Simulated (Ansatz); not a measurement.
Here is the system:

```
Ti2C
1.0
    0.00000     4.27483     4.27483
    4.27483     0.00000     4.27483
    4.27483     4.27483     0.00000
Ti C
8 4
Cartesian
  3.25717   5.29250   5.29250
  5.39459   5.39459   7.42992
  5.29250   3.25717   5.29250
  7.42992   7.42992   7.42992
  3.25717   3.25717   3.25717
  5.39459   7.42992   5.39459
  5.29250   5.29250   3.25717
  7.42992   5.39459   5.39459
  5.34354   5.34354   5.34354
  5.34354   3.20613   3.20613
  3.20613   3.20613   5.34354
  3.20613   5.34354   3.20613
```

Computed with PBEsol, DFPT electron-phonon coupling, linearised Boltzmann equation (plane waves, PAW, scalar-relativistic; Ansatz, an electronic-structure program). How the cell was made: relaxed with this functional, without spin-orbit coupling.

Estimate the phonon-limited resistivity at 800 K, by direction if it differs.

71 μΩ·cm.

How long is the mean free path there?

3.5 nm, weighted by the current that each state carries. Wires not much wider than this gain resistivity from their walls.

A metal at this level (no band gap). Only scattering by harmonic phonons is included (no impurities, grain boundaries, electron-electron scattering or thermal expansion). Spin-orbit coupling is left out. Halving the electron mesh (16x16x16) moves the resistivity by up to 10 % at 800 K, the mean free path by up to 5 %. Smearing 0.20 eV; phonons on a 3x3x3 q mesh, which this run doesn't test.

Computed structure with no diffraction record at hand here (it may be known, metastable or hypothetical): Ti2C (Fd-3m).
